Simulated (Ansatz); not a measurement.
Start from ZnS in the wurtzite structure (space group P6_3mc, No. 186; a = 3.7383 Å, c = 6.1429 Å). Axes: x lies along a and z along c of the hexagonal cell.

The values are results of plane-wave PAW DFT at the LDA level (Ansatz, a quantum-chemistry and plane-wave program, 420 eV), spin-orbit coupling left out, not measurements.

Strains are applied to the cell and any free atomic positions relax.

One change was made to it. Results:

The gap character is still direct at Γ; the shortest interatomic distance decreases by 0.028 Å, from 2.293 Å to 2.265 Å; the valence-band top at Γ (three highest levels, from the VBM) changes from 0.00, 0.00, -0.10 eV to 0.00, -0.05, -0.05 eV.

Question: Which of these changes matches the shifts?
A. uniaxial strain ε_zz = −3.00 %
B. uniaxial strain ε_zz = −1.80 %
C. uniaxial strain ε_zz = −1.20 %
D. uniaxial strain ε_zz = −0.60 %

Answer: A, uniaxial strain ε_zz = −3.00 %. For comparison, the valence-band top at Γ in the other runs: uniaxial strain ε_zz = −1.80 % gives 0.00, 0.00, -0.01 eV; uniaxial strain ε_zz = −1.20 % gives 0.00, 0.00, -0.04 eV; uniaxial strain ε_zz = −0.60 % gives 0.00, 0.00, -0.07 eV.

Whether these cells are dynamically stable was not tested.
